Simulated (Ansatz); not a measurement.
# InSe: pressure series

The reference is InSe in the beta-GaS type structure (space group P6_3/mmc, No. 194; a = 4.0162 Å, c = 16.9265 Å; layered, stacked along the Cartesian z axis).

Cell and atoms are relaxed at each pressure.

The values are results of r2SCAN+rVV10 (Ansatz, a first-principles code), no SOC, earlier PAW set, not measurements.

Candidates:
(a) pressure 4.5 GPa
(b) pressure 22.5 GPa
(c) pressure 2.1 GPa
(d) pressure 0.9 GPa
(e) pressure 30 GPa

Before the change:

| Property | Value |
|---|---|
| Band gap | 0.85 eV |

Problem. Order them by band gap, highest first.

Solution. (a) pressure 4.5 GPa (1.12 eV), (c) pressure 2.1 GPa (0.94 eV), (d) pressure 0.9 GPa (0.87 eV), (b) pressure 22.5 GPa (0.22 eV), (e) pressure 30 GPa (zero)

A case with no gap was solved on a k-mesh chosen for an insulator, which is coarse for it. Load acts through the strain it causes; cell and atoms are relaxed under it. Stability against distortions was not tested. Competing high-pressure phases were not computed. All final runs are without spin polarisation. A zero or small gap of InSe under pressure 22.5 GPa and InSe under pressure 30 GPa can be the functional's error rather than a property of the material.
